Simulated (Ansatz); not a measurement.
Take ZnInGaO₄ (space group R3m, No. 160; a = 3.315 Å, c = 25.754 Å (hexagonal axes)) as the base.

All numbers come from PBEsol (Ansatz, a first-principles code, PAW, spin-orbit coupling left out), earlier PAW set.

Base values:

The smallest direct gap is 1.17 eV. The c/a ratio comes out as 7.769. The gap character is direct at Γ.

Modification: every In is replaced by Sb; the structure is relaxed again.

**Question.** What does the calculation give for the smallest direct gap after the change?

**Answer.** The smallest direct gap grows by 0.664 eV, from 1.17 eV to 1.84 eV.

**Question.** Predict the new c/a ratio.

**Answer.** The c/a ratio shrinks by 0.2435 to 7.525.

**Question.** Estimate the effect on the gap character.

**Answer.** The gap character changes from direct at Γ to indirect, H₀ → T.

Spin-orbit coupling, missing from the scalar runs, can matter with Sb. Whether these cells are dynamically stable was not tested. As relaxed here, ZnGaSbO4 is a hypothetical phase, not in the database extracts checked.
